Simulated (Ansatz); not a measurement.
Si under load (space group I4_1/amd), r2SCAN with spin-orbit coupling, rigid bands in Ansatz (a first-principles code). Condition of this run: uniaxial stress zz = -1 GPa (compression positive) (the target of the relaxation). Band gap 0.71 eV, N_c = 2.01e19 cm⁻³ and N_v = 1.19e19 cm⁻³ at 300 K, conductivity masses along y (a = (0.00, 2.72, 2.74) Å; b = (2.72, 0.00, 2.74) Å; c = (2.72, 2.72, 0.00) Å) of 0.337 mₑ (electrons) and 0.327 mₑ (holes). Take k_BT = 0.02585 eV.

Problem. Find the intrinsic carrier density and the intrinsic Fermi level.

Solution. n_i = √(N_c N_v) exp(−E_g/2k_BT) = 1.55e19 × exp(−13.73) = 1.7e13 cm⁻³. The level lies (k_BT/2) ln(N_v/N_c) = -7 meV from mid-gap (positive towards the conduction band). Each 0.1 eV added to the gap lowers n_i by a factor of 6.9.

Problem. What built-in voltage has an abrupt junction with N_A = 1e17 and N_D = 1e18 cm⁻³, all dopants ionised?

Solution. V_bi = E_g/e − (k_BT/e) ln(N_c N_v/(N_A N_D)) = 0.71 − 0.02585 × 7.78 = 0.51 V, for the computed gap.

Problem. A film of it is 8 nm thick, with its normal along the direction named. Estimate the confinement energies in an infinite well.

Solution. ħ²π²/(2m t²) = 0.376 eV·nm²/(m/mₑ × t²) gives 17.4 meV for electrons and 18.0 meV for holes, so the gap would widen to about 0.75 eV. Finite barriers and nonparabolic bands lower this, and with several valleys or bands the heaviest mass along the normal sets the lowest level, not this average.

Rigid bands with the computed gap; masses take one relaxation time for all states.
